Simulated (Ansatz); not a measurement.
Zr₃N₄ (R-3m, No. 166, 7 atoms in the cell; start mp-754353; a measured phase of this formula has another space group), treated with HSE06+SOC (Ansatz, a program for electronic structure, plane waves, PAW).

Settings: plane-wave cutoff 460 eV, 8×8×8 k mesh, Fermi–Dirac smearing 0.01 eV, PAW data made under PBE.

Cell (relaxed with PBEsol):

```
Zr3N4
1.0
    1.70820     0.98623     8.33529
   -1.70820     0.98623     8.33529
    0.00000    -1.97246     8.33529
Zr N
3 4
Direct
  0.22234   0.22234   0.22234
  0.77766   0.77766   0.77766
  0.00000   0.00000   0.00000
  0.62159   0.62159   0.62159
  0.37841   0.37841   0.37841
  0.86778   0.86778   0.86778
  0.13222   0.13222   0.13222
```

Problem. Give the computed band gap and smallest direct gap on the k points sampled.

Solution. 
- band gap = 1.87 eV (on the SCF k mesh) (indirect)
- smallest direct gap on the k points sampled = 1.97 eV

Note: cell and atoms aren't relaxed at this level (pressure 1.5 GPa).

The computed numbers hold no vibrational or temperature effects.

A start named mp-… is a Materials Project structure, which need not be a measured phase.
